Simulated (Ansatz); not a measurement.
Ansatz (a first-principles code) run on BaTiO3 (P4mm, 5 atoms in the cell): self-consistent single point.

Computed with PBE, harder PAW files (source: ansatz) (plane waves; Ansatz).

```yaml
crystal:
  lattice:
    - [4.01200, 0.00000, 0.00000]
    - [0.00000, 4.01200, 0.00000]
    - [0.00000, 0.00000, 4.01200]
  atoms:
    - { symbol: Ba, position: [0.00000, 0.00000, 0.01246] }
    - { symbol: Ti, position: [0.50000, 0.50000, 0.50000] }
    - { symbol: O, position: [0.50000, 0.00000, 0.50000] }
    - { symbol: O, position: [0.00000, 0.50000, 0.50000] }
    - { symbol: O, position: [0.50000, 0.50000, 0.00000] }
```

Reference input (self-consistent single point, DFT, PBE, plane waves, default PAW files): basis.ecutwfc = 30.9 Ry; kpoints.mp_grid.grid = 6 6 6; hamiltonian.xc = pbe; hamiltonian.pseudopotentials = {kind: paw} (the program's default PAW files); scf.occupations.method = fermi_dirac; scf.occupations.width = 0.0007 Ry. This run's input differs from it in these lines:

Ansatz 0.2 input:
```diff
@@ -13,3 +13,3 @@
 basis:
-  ecutwfc: 30.9 Ry
+  ecutwfc: 68.4 Ry
 kpoints:
@@ -18,3 +18,3 @@
   xc: pbe
-  pseudopotentials: { kind: paw }
+  pseudopotentials: { kind: paw, source: ansatz }
 scf:
```

Output, abridged:

```
SCF iter   1: F=—  HF=-10146.767562 eV  |F-HF|=—  |Δ(HF+E_count)|=         —  Δρ=9.42e-2  dr2=7.80e0  ethr=3.10e-3  ⟨swp⟩=6.9  Hψ=4834  notcnv=0
all-band conjugate gradients solve this SCF's bands
preconditioner: auto → Resta (q_TF=auto, 2.519 Å⁻¹)
SCF iter   2: F=—  HF=-10144.840924 eV  |F-HF|=—  |Δ(HF+E_count)|=    1.93e0  Δρ=5.44e-2  dr2=1.07e0  ethr=3.10e-3  ⟨swp⟩=3.6  Hψ=2466  notcnv=0  defer=40
   [... lines left out ...]
SCF iter   6: F=—  HF=-10144.569312 eV  |F-HF|=—  |Δ(HF+E_count)|=   4.91e-4  Δρ=2.75e-4  dr2=3.53e-5  ethr=5.33e-6  ⟨swp⟩=2.1  Hψ=1768  notcnv=0  defer=40
SCF iter   7: F=—  HF=-10144.569215 eV  |F-HF|=—  |Δ(HF+E_count)|=   9.74e-5  Δρ=8.22e-5  dr2=4.97e-6  ethr=8.81e-8  ⟨swp⟩=2.4  Hψ=1738  notcnv=0  defer=40
SCF iter   8: F=—  HF=-10144.569215 eV  |F-HF|=—  |Δ(HF+E_count)|=   3.23e-7  Δρ=1.64e-5  dr2=2.37e-7  ethr=1.24e-8  ⟨swp⟩=2.3  Hψ=1384  notcnv=0  defer=40
SCF iter   9: F=-10144.569215 eV  HF=-10144.569215 eV  |F-HF|=3.08e-8  |Δ(HF+E_count)|=   4.35e-9  Δρ=8.00e-6  dr2=4.22e-8  ethr=2.50e-10  ⟨swp⟩=12.7  Hψ=4842  notcnv=0
SCF 1 converged in 9 iterations: F = -10144.569215 eV  dr2 = 4.22e-8
Free energy (F): -10144.569215 eV
Internal energy: -10144.569215 eV  (E = F + TS)
E sigma→0 (E₀):  -10144.569215 eV
Fermi energy:    11.120482 eV
--- Forces (eV/Å), atoms counted from 1 ---
  atom   1  Ba    -0.00000000     0.00000000    -0.28962371
  atom   2  Ti     0.00000000     0.00000000     0.16422544
  atom   3  O      0.00000000     0.00000000     0.03074946
  atom   4  O      0.00000000     0.00000000     0.03074946
  atom   5  O     -0.00000000     0.00000000     0.06389744
--- Stress (GPa, compression-positive) ---
        0.986402       0.000000      -0.000000
        0.000000       0.986402       0.000000
       -0.000000       0.000000       0.955476
  P = ⅓ Tr σ = 0.9761 GPa (9.761 kbar)
  The stress holds the Pulay correction. Without it, at fixed plane waves, as pw.x and ABINIT print it: P = 0.9719 GPa
```

The run converged in 9 iterations. Against the reference run the pressure hardly changes (0.97 to 0.98 GPa), the largest force moves little (0.289 to 0.290 eV/Å) and the gap on the mesh moves little (1.793 to 1.786 eV).

The starting cell has typed, rounded lattice constants, without a prior relaxation at this level. Its lattice was rescaled by up to half a per cent. One atom was moved a little off its site on purpose. Ansatz's pressure includes its estimate of the finite-basis (Pulay) stress.
